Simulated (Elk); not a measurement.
Elk 10.2.4, DFT, PBE, spin-polarised, all-electron FP-LAPW, Elk's shipped species files: a generated cell (prototype structure at a guessed volume, not a measured phase) of CaCe (space group Pm-3m), 2 atoms, spin-polarised from a ferromagnetic start. Basis and mesh were picked for this test and aren't claimed converged.

- cell = 4.11, 4.11, 4.11 Å; 90, 90, 90°
- task = ground state
- xctype = 20
- spinpol = true
- reducebf = 0.5
- swidth = 0.004 Hartree
- k mesh (ngridk) = 6×6×6
- maxscl = 100
- rgkmax = 7 (default)
- empty states an atom (nempty) = 4 (default)
- epspot (Hartree) = 1e-06 (default)
- epsengy (Hartree) = 0.0001 (default)
- k-points after symmetry (for each spin) = 20
- largest matrix size = 199
- valence states = 38

Settings of this run: mixtype = 3, mixsdb = 2, broydpm = [0.4, 0.15], tefvit = false; 4 threads, 1 BLAS thread.

| loop | total energy (Hartree) | RMS change in potential |
|---|---|---|
| 1 | -9489.05963204 | - |
| 2 | -9490.22138711 | 1.606239146 |
| 3 | -9494.92828327 | 1.493596569 |
| 4 | -9770.65511854 | 2.440877151 |
| 5 | -9762.69076622 | 2.348894276 |
| 6 | -9284.03385375 | 3.619699572 |
| 7 | -9464.15278786 | 0.8903428635 |
| 8 | -9494.60975508 | 0.5820374194 |
| 9 | -9767.58492263 | 2.427421193 |
| 10 | -9494.11450809 | 0.5957454656 |
| 11 | -9506.59580165 | 0.4471926456 |
| 12 | -9686.31204516 | 1.561200688 |
| 13 | -9463.93726223 | 0.9554760011 |
| 14 | -9479.41467570 | 0.7651246255 |
| … | … | … |
| 51 | -9622.24833075 | 0.8633748772 |
| 52 | -9465.57348265 | 0.9241624613 |
| 53 | -9494.31937707 | 0.5855143664 |
| 54 | -9729.65270391 | 2.025169789 |
| 55 | -9429.48712324 | 1.347916060 |
| 56 | -9457.88314023 | 1.010033603 |
| 57 | -9616.52555983 | 0.7999470996 |
| 58 | -9468.91457341 | 0.8846659076 |
| … | … | … |
| 93 | -9603.17118133 | 0.6517025103 |
| 94 | -9477.27820445 | 0.7867961016 |
| 95 | -9504.19682138 | 0.4719147593 |
| 96 | -9731.48583386 | 2.044947505 |
| 97 | -9436.04407962 | 1.271022698 |
| 98 | -9460.41706734 | 0.9808643810 |
| 99 | -9603.44564470 | 0.6547629732 |
| 100 | -9477.13057617 | - |

The run ended without self-consistency in 100 loops.

**Question.** Which change of settings makes this cycle converge?

**Answer.** This is not unique; one that fits is mixsdb = 5 (default) (31 self-consistent loops) or mixsdb = 12 (34 self-consistent loops), all else kept. The other changes of this size gave: mixsdb = 3 (36); mixsdb = 20 (38). Counts are of single runs.
